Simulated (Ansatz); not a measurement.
# MgS: carrier doping

Take MgS in the rock salt structure (space group Fm-3m, No. 225; a = 5.230 Å) as the base.

Carriers are added at fixed cell with a uniform background; the Fermi–Dirac width is that of 300 K.

Calculations: PBE (Ansatz, a first-principles code), scalar-relativistic without spin-orbit coupling.

Notes on the quantities. Fermi level from band edge: Fermi level relative to the doped band's edge (positive inside the band; to 0.05 eV).

```csv
case,gap between the host's bands,Fermi level from band edge
undoped,2.76 eV,–
electrons 5.0×10^20 cm⁻³,2.76 eV,+0.30 eV
electrons 1.0×10^21 cm⁻³,2.76 eV,+0.45 eV
electrons 2.0×10^21 cm⁻³,2.75 eV,+0.65 eV
electrons 3.0×10^21 cm⁻³,2.75 eV,+0.85 eV
holes 5.0×10^20 cm⁻³,2.78 eV,+0.05 eV
holes 1.0×10^21 cm⁻³,2.80 eV,+0.10 eV
holes 2.0×10^21 cm⁻³,2.83 eV,+0.15 eV
holes 3.0×10^21 cm⁻³,2.87 eV,+0.20 eV
```

Charged cell with a jellium background: band edges are those of the host's band count, energies are not comparable with the neutral cell, and many-body gap narrowing is missing. Stability against distortions was not tested. The base started in P3_121 and relaxed to Fm-3m at this level.
